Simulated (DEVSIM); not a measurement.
System: Ni/Si3N4/SiO2/p-Si capacitor, at 300 K.

```tsv
layer (left to right)	material	thickness (nm)	Na (cm⁻³)
1	Si3N4	1.70	-
2	SiO2	1.00	-
3	Si	3400	2.8e16
```

Metal gate on the left, work function 5.1 eV. Fixed charge at the semiconductor interface -1.2e11 cm⁻² (in units of +e); no interface traps.

Constants are typed, rounded textbook-type inputs, not results; the design itself was drawn at random and stands for no fabricated device. Values at 300 K.

```tsv
parameter	Si3N4	SiO2	Si
gap (eV)	5.1	9	1.124
affinity (eV)	2.1	0.9	4.05
permittivity	7.5	3.9	11.7
Nc (cm⁻³)	-	-	2.86e19
Nv (cm⁻³)	-	-	3.1e19
```

Model (solved in DEVSIM): 1D Poisson equation in equilibrium, Boltzmann statistics, complete ionisation; no quantum confinement or tunnelling. Metal contacts follow the ideal Schottky-Mott rule: no Fermi-level pinning, no interface dipoles.

Task: Tabulate band edges, carrier densities and field at 0.6 V on the gate.

Result: Energies count from the Fermi level of the right contact; mesh points crowd at the junctions.

```tsv
x (μm)	Ec (eV)	Ev (eV)	n (cm⁻³)	p (cm⁻³)	field (V/cm)
0.000	2.400	-2.700	< 1e2	< 1e2	120000
0.0007896	2.410	-2.690	< 1e2	< 1e2	120000
0.001464	2.418	-2.682	< 1e2	< 1e2	120000
0.002153	3.632	-5.368	< 1e2	< 1e2	240000
0.003061	0.497	-0.627	1.3e11	9.0e8	60000
0.004857	0.507	-0.617	8.5e10	1.4e9	60000
0.008771	0.530	-0.594	3.5e10	3.3e9	58000
0.02152	0.601	-0.523	2.3e9	5.0e10	52000
0.04510	0.712	-0.412	3.1e7	3.7e12	42000
0.09332	0.865	-0.259	84000	1.4e15	21000
0.2016	0.941	-0.183	4400	2.6e16	620
0.5543	0.943	-0.181	4200	2.8e16	≈ 0
1.206	0.943	-0.181	4200	2.8e16	≈ 0
2.271	0.943	-0.181	4200	2.8e16	≈ 0
2.994	0.943	-0.181	4200	2.8e16	≈ 0
3.216	0.943	-0.181	4200	2.8e16	≈ 0
3.315	0.943	-0.181	4200	2.8e16	≈ 0
3.363	0.943	-0.181	4200	2.8e16	≈ 0
3.389	0.943	-0.181	4200	2.8e16	≈ 0
3.397	0.943	-0.181	4200	2.8e16	≈ 0
3.401	0.943	-0.181	4200	2.8e16	≈ 0
3.403	0.943	-0.181	4200	2.8e16	≈ 0
```
